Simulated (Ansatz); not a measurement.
**What Mo → Cr does to SrMoO3**

The parent structure is SrMoO3 in the cubic perovskite structure (space group Pm-3m, No. 221; a = 3.950 Å; a model cell, its experimental status unchecked).

Perturbation: full substitution Mo → Cr; the structure is relaxed again.

Level of theory: PBEsol, PAW, 420 eV (Ansatz, an electronic-structure program; scalar-relativistic without spin-orbit coupling). k-mesh 12×12×12 (Γ-centred); smearing 0.05 eV (Fermi–Dirac).

| quantity | base | changed | shift |
|---|---|---|---|
| volume per atom | 12.33 Å³ | 10.88 Å³ | -1.45 Å³ |
| density | 6.24 g/cm³ | 5.73 g/cm³ | -0.51 g/cm³ |
| lattice parameter a | 3.950 Å | 3.789 Å | -0.1616 Å |
| space group | Pm-3m (No. 221) | Pm-3m (No. 221) | – |
| shortest interatomic distance | 1.975 Å | 1.894 Å | -0.081 Å |
| band gap | zero | zero | – |
| magnetic state | not spin-polarised | ferromagnetic | – |
| largest site moment | 0.00 μB | 1.43 μB | +1.43 μB |

Final structure:

```yaml
crystal:
  lattice:
    - [3.78867, 0.00000, 0.00000]
    - [0.00000, 3.78867, 0.00000]
    - [0.00000, 0.00000, 3.78867]
  atoms:
    - { symbol: Sr, position: [0.00000, 0.00000, 0.00000] }
    - { symbol: Cr, position: [0.50000, 0.50000, 0.50000] }
    - { symbol: O, position: [0.00000, 0.50000, 0.50000] }
    - { symbol: O, position: [0.50000, 0.50000, 0.00000] }
    - { symbol: O, position: [0.50000, 0.00000, 0.50000] }
```

Cost of the whole job for the changed cell (relaxation, final SCF and bands): around 90 core-seconds (rough).

Whether these cells are dynamically stable was not tested. For SrCrO3 in this form, whether it has been made was not checked. No Hubbard U is applied and the magnetic state is the run's own (SrCrO3 ferromagnetic); other magnetic orders, which need larger cells, were not tried and can change the gap. Spin-polarised in the final run: SrCrO3; the other runs are not. Many cubic perovskites are stable only at high temperature; tilts and polar distortions were not tested.
